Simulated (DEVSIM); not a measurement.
Device: illuminated Si p-on-n cell, one wavelength, with a back-surface field, at 300 K.

Layer 1 from the left is Si, thickness (μm) 0.540, Na (cm⁻³) 3.8e18, τn (s) 5e-9, τp (s) 4.6e-8, absorption coefficient (cm⁻¹) 1900. Layer 2 from the left is Si, thickness (μm) 76.0, Nd (cm⁻³) 4.8e16, τn (s) 3.1e-7, τp (s) 3.1e-7, absorption coefficient (cm⁻¹) 1900. Layer 3 from the left is Si, thickness (μm) 1.10, Nd (cm⁻³) 3.1e18, τn (s) 3.1e-7, τp (s) 3.1e-7, absorption coefficient (cm⁻¹) 1900.

Left contact: ohmic, minority electron recombination velocity 2e6 cm/s. Right contact: ohmic, minority hole recombination velocity 5e6 cm/s. Voltage is applied to the left contact. Recombination: SRH at mid-gap, radiative, Auger. Light enters at the left, 1.6e18 photons cm⁻² s⁻¹, one pass, no reflection. Mobility is constant in doping.

This is a model device: material constants are rounded textbook-type values typed into the input, and sizes, dopings and lifetimes were drawn at random. Values at 300 K.

Si: gap (eV) 1.124, affinity (eV) 4.05, permittivity 11.7, Nc (cm⁻³) 2.86e19, Nv (cm⁻³) 3.1e19, μn (cm²/Vs) 1417, μp (cm²/Vs) 470, B (cm³/s) 4.7e-15, Cn (cm⁶/s) 2.8e-31, Cp (cm⁶/s) 9.9e-32.

Simulated with DEVSIM: 1D drift-diffusion, Boltzmann statistics, complete ionisation; no tunnelling, impact ionisation, image-force lowering or self-heating.

Dark forward current:

```
|V| (V)  |J| (A/cm²)
-------  -----------
0.05        5.848e-9
0.10        2.077e-8
0.15        6.206e-8
0.20        1.817e-7
0.25        5.537e-7
0.30        1.870e-6
0.35        7.478e-6
0.40        3.650e-5
0.45       0.0002097
0.50        0.001329
0.55        0.008842
0.60         0.06005
0.65          0.4083
0.70           2.648
0.75           13.73
0.80           46.01
0.85           107.2
0.90           206.3
0.95           361.0
1.00           593.3
1.05           920.0
1.10            1352
1.15            1897
1.20            2559
```

Q: Work out the local ideality factor n = ΔV / (kT/q · ln(J2/J1)) between the rows 0.15 and 0.20 V, 0.60 and 0.65 V, 1.15 and 1.20 V.

A: kT/q = 25.85 mV. From 0.15 to 0.20 V: ln(1.817e-7/6.206e-8) = 1.074, n = 1.80. From 0.60 to 0.65 V: ln(0.4083/0.06005) = 1.917, n = 1.01, near the 1 of diffusion or emission over a barrier. From 1.15 to 1.20 V: ln(2559/1897) = 0.299, n = 6.46.

Q: What current could the absorbed light give at most, and what share is collected?

A: Σ αd = 14.8, so qΦ(1 − exp(−Σ αd)) = 256 mA/cm². The simulated short-circuit current is 199.0 mA/cm², a share of 0.78.

Q: Estimate the open-circuit voltage by superposition: the voltage at which the dark current equals that short-circuit current.

A: Interpolating ln J in the table gives 0.631 V. The simulation gives 0.631 V, the same within the digits that matter. Superposition holds where collection doesn't change with voltage.

Q: Estimate the fill factor from FF0 = (v − ln(v + 0.72))/(v + 1), v = qVoc/(nkT), with n from the dark curve.

A: The rows about Voc, 0.60 and 0.65 V, give n = 1.01, so v = 24.2 and FF0 = 0.833. The simulation gives 0.829, the same within the digits that matter.
